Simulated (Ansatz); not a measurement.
ZnS: isotropic strain −1.24 %

The reference is ZnS in the wurtzite structure (space group P6_3mc, No. 186; a = 3.845 Å, c = 6.306 Å).

Perturbation: every lattice vector is shortened by 1.24 %; the atoms relax in the strained cell.

Computed with Ansatz (a program for electronic structure) PBE, no spin-orbit coupling, earlier PAW set. k-mesh 10×10×5 (Γ-centred); smearing 0.05 eV (Fermi–Dirac).

- Volume per atom = 19.44 Å³ (base 20.19 Å³)
- Space group = P6_3mc (No. 186) (base P6_3mc (No. 186))
- Shortest interatomic distance = 2.328 Å (base 2.357 Å)
- Energy relative to the base (free energy F) = +6.3 meV/atom
- Pressure (mean of the normal stresses, compression positive) = 2.81 GPa (base 0.00 GPa)
- Band gap = 2.24 eV (base 2.07 eV)
- Gap character = direct at Γ (base direct at Γ)
- Mean gap deformation potential ΔEg/Δln V = -4.5 eV
- Width of the top valence band = 2.16 eV (base 2.03 eV)
- Electron mass = 0.16 mₑ along c, 0.19 mₑ across (at Γ) (base 0.16 mₑ along c, 0.18 mₑ across (at Γ))
- Valence-band top at Γ (three highest levels, from the VBM) = 0.00, 0.00, -0.08 eV (base 0.00, 0.00, -0.07 eV)

Final structure:

```
CELL_PARAMETERS angstrom
      3.79746     0.00000     0.00000
     -1.89873     3.28870     0.00000
      0.00000     0.00000     6.22754
ATOMIC_POSITIONS crystal
  Zn 0.66667 0.33333 0.99975
  Zn 0.33333 0.66667 0.49975
  S  0.66667 0.33333 0.62545
  S  0.33333 0.66667 0.12545
```

Masses are band curvatures over ±0.01 Å⁻¹ around the edge. Stability against distortions was not tested.
